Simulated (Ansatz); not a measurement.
K2SO4 (Pnma, No. 62) was calculated with r²SCAN (plane waves, PAW; Ansatz, a program for electronic structure).

Settings: plane-wave cutoff 560 eV, 6×6×4 k mesh (along the axes of the cell as run), Fermi–Dirac smearing 0.01 eV, scalar-relativistic PAW data made under PBE.

Energies at three volumes about the minimum:

| V (Å³/atom) | E − E_lowest (meV/atom) |
|---|---|
| 15.042 | 0.69 |
| 15.349 | 0.00 |
| 15.656 | 0.63 |

Question: Fit a parabola by hand: where is the minimum, and what is the bulk modulus?

Answer: Slopes: (0.00 − 0.69)/(15.349 − 15.042) = -2.248 and (0.63 − 0.00)/(15.656 − 15.349) = 2.052 meV/Å³. Curvature E″ = 2 × (2.052 − (-2.248))/(15.656 − 15.042) = 14.007 meV/Å⁶. From the middle of the first interval, the slope vanishes at V0 = 15.1955 − (-2.248)/14.007 = 15.356 Å³/atom. B = V0 E″ = 15.356 × 14.007 meV/Å³ × 0.1602 GPa per meV/Å³ = 34.5 GPa. The full Birch–Murnaghan fit to all volumes gives V0 = 15.348 Å³/atom and B0 = 34.3 GPa.

Shape and atoms are relaxed at each volume.

Note: the relaxation could not lower the start's symmetry, so the cell can be a saddle point above a distorted one.
